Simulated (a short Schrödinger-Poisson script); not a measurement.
System: symmetric double-gate stack, HfO2 on p-type In0.53Ga0.47As, at 300 K.

```
layer        material  thickness (nm)  Na (cm⁻³)
-----  --------------  --------------  ---------
1                HfO2             3.4          -
2      In0.53Ga0.47As               8       2e16
3                HfO2             3.4          -
```

The device is made up for the run: typed textbook-type constants, with dimensions and the other settings drawn at random. HfO2: permittivity 22, conduction-band edge (eV) 2.01, gap (eV) 5.7, electron mass (mₑ) 0.2. In0.53Ga0.47As: permittivity 13.9, conduction-band edge (eV) 0, gap (eV) 0.74, Nv at 300 K (cm⁻³) 7.7e18.

Channel valleys (confinement mass, in-plane density-of-states mass, number): Γ 0.041, 0.041, 1. At the gates, both at one voltage, the conduction-band edge of layer 1 lies 2.08 eV − eVg above the Fermi level of the channel. Gaps are held at their typed values at every temperature. Mesh 0.03 nm at interfaces.

Solved with a short Schrödinger-Poisson script written for these runs: 1D Poisson equation in equilibrium, electrons quantum, Hartree (BenDaniel-Duke, 12 states a valley, the channel's in-plane mass for all, wave functions ending at the dielectric), parabolic valleys, classical holes, full ionisation, no traps, pinning or gate leakage.

The same stack at other levels of the model or other numerical settings:

```
run                                                                  sheet density of all electrons at Vg = 0.75 V (cm⁻²)  sheet density of all electrons at Vg = 0.15 V (cm⁻²)  capacitance of both gates at Vg = 0.75 V (μF/cm²)  gate voltage at 1e11 electrons/cm² (V)  rough cost against the base
-------------------------------------------------------------------  ----------------------------------------------------  ----------------------------------------------------  -------------------------------------------------  --------------------------------------  ---------------------------
base                                                                                                              6.17e12                                               3.48e10                                               1.99                                    0.18                      about 1
electrons treated as classical, Boltzmann                                                                             [?]                                               1.26e12                                                [?]                                     [?]                         0.07
electrons treated as classical, Fermi-Dirac                                                                       9.59e12                                               6.11e11                                               2.93                                    0.07                          0.3
electrons treated as quantum, Hartree plus LDA exchange-correlation                                               6.46e12                                               4.11e10                                               2.10                                    0.18                            2
mesh six times as coarse                                                                                          6.17e12                                               3.48e10                                               2.00                                    0.18                          0.3
one subband a valley                                                                                              6.13e12                                               3.48e10                                               1.84                                    0.18                          0.5
```

**Question.** What belongs in the gaps?

**Answer.** 
- electrons treated as classical, Boltzmann, capacitance of both gates at Vg = 0.75 V (μF/cm²): 10.3
- electrons treated as classical, Boltzmann, sheet density of all electrons at Vg = 0.75 V (cm⁻²): 3.33e13
- electrons treated as classical, Boltzmann, gate voltage at 1e11 electrons/cm² (V): 0.06

The classical rows ignore confinement, and Boltzmann statistics overrate the density once the band edge passes the Fermi level.

Above a few 1e12 electrons/cm² a light Γ valley is non-parabolic and upper valleys begin to fill, which the model leaves out.
